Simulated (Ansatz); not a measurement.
For ZrGe (model structure, started from the rocksalt type, Fm-3m, No. 225, 2 atoms in the cell), PBEsol (plane waves, PAW; Ansatz, a program for electronic structure) gives:

- equilibrium lattice constant a = 5.413 Å
- formation enthalpy = -0.811 eV/atom

Q: What does r²SCAN (Ansatz, plane waves, PAW) give for the same quantities?

A: 
- lattice constant a: 5.471 Å (increases by 1.1 %)
- formation enthalpy: -0.860 eV/atom (moves by -0.049 eV/atom)

Changes are worked out from the printed values.

Unless a cell is named, each level is at its own relaxed cell (PBEsol 19.82, r²SCAN 20.47 Å³/atom).

Ansatz's density-functional and Hartree–Fock values are scalar-relativistic unless marked +SOC, with PAW data made under PBE.

A model structure was made by putting elements into a prototype or built by hand; it is no filed structure, need not be a known phase, and can be a saddle point held by its symmetry.
